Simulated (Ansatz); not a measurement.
Start from Nb in the bcc (W type) structure (space group Im-3m, No. 229; a = 3.3045 Å; relaxed with 0.1 eV smearing). Axes: x, y, z lie along the cube axes.

Calculations: r2SCAN (Ansatz, an electronic-structure program, PAW, no SOC).

For the base:

```
Item       Result
--------  -------
Pressure  0.0 GPa
```

One thing is altered: tensile biaxial strain of 2.50 % in the plane normal to [001], as in epitaxy on a mismatched substrate; the out-of-plane cell vector and the atoms relax.

Question: What happens to the out-of-plane strain, energy relative to the base and pressure?

Answer: The out-of-plane strain amounts to -2.89 %; the energy increases by 15 meV/atom; the pressure (mean of the normal stresses, compression positive) goes from zero to -3.2 GPa.

Stability against distortions was not tested. All final runs are without spin polarisation.
